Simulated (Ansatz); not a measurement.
Consider PtTe₂ (space group P-3m1, No. 164; a = 4.009 Å, c = 4.960 Å; layered; relaxed with 0.1 eV smearing).

Computed with plane-wave PAW DFT at the PBEsol-D3(BJ) level (Ansatz, a first-principles code, 420 eV), without spin-orbit coupling.

For the base:

| Quantity | Value |
|---|---|
| Pressure | 0.0 GPa |
| Band gap | zero |

It is then changed as follows: the cell is scaled by 0.9950 in all directions, atoms relaxed at fixed cell.

**Question.** What happens to the pressure, largest internal atomic displacement, energy relative to the base and band gap?

**Answer.** The pressure (mean of the normal stresses, compression positive) goes from zero to 1.5 GPa; the largest internal atomic displacement comes out as 0.010 Å; the energy grows by 1.5 meV/atom; the band gap remains zero.

The cells carry an imposed strain or load. Whether these cells are dynamically stable was not tested. The final runs are not spin-polarised.
